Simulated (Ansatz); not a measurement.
## CuI: uniaxial strain ε_yy = +2.49 %

The reference is CuI in the wurtzite structure (space group P6_3mc, No. 186; a = 4.1870 Å, c = 6.8978 Å). Axes: x lies along a and z along c of the hexagonal cell.

Modification: the cell is stretched by 2.49 % along y with no lateral relaxation; the atoms relax in the strained cell.

Calculations: Ansatz (an electronic-structure program) PBEsol, spin-orbit coupling left out. Γ-centred 9×9×5 mesh, Fermi–Dirac width 0.05 eV.

The volume per atom rises by 0.65 Å³, from 26.18 Å³ to 26.83 Å³ and the space group goes from P6_3mc (No. 186) to Cmc2_1 (No. 36). The shortest interatomic distance increases by 1.9 pm to 258.8 pm and the energy goes up by 3.5 meV/atom. The pressure (mean of the normal stresses, compression positive) goes from zero to -1.12 GPa and the band gap shrinks by 0.08 eV (1.22 eV → 1.14 eV). The gap character remains direct at Γ and the electron mass changes from 0.13 mₑ along c, 0.15 mₑ across (at Γ) to 0.14 mₑ along z, 0.15 mₑ across (at Γ). The valence-band top at Γ (three highest levels, from the VBM) changes from 0.00, 0.00, -0.09 eV to 0.00, -0.04, -0.09 eV and the largest internal atomic displacement is 0.025 Å. The stress (xx, yy, zz, yz, xz, xy; compression positive) amounts to (-0.91, -1.71, -0.74, 0.00, 0.00, 0.00) GPa.

Final structure:

```xyz
4
Lattice="4.1870 0.0000 0.0000 -2.0935 3.7163 0.0000 0.0000 0.0000 6.8978" Properties=species:S:1:pos:R:3 pbc="T T T"
Cu     2.0935     1.2358     6.0363
Cu     0.0000     2.4806     2.5874
I      2.0935     1.2154     3.4482
I      0.0000     2.5009    -0.0007
```

Spin-orbit coupling, missing from the scalar runs, can matter with I. Effective masses come from finite differences of ±0.01 Å⁻¹. Stability against distortions was not tested. The final runs are not spin-polarised. This is not the structure that CuI has at room temperature and ambient pressure. k-point labels follow each cell's own Brillouin zone.
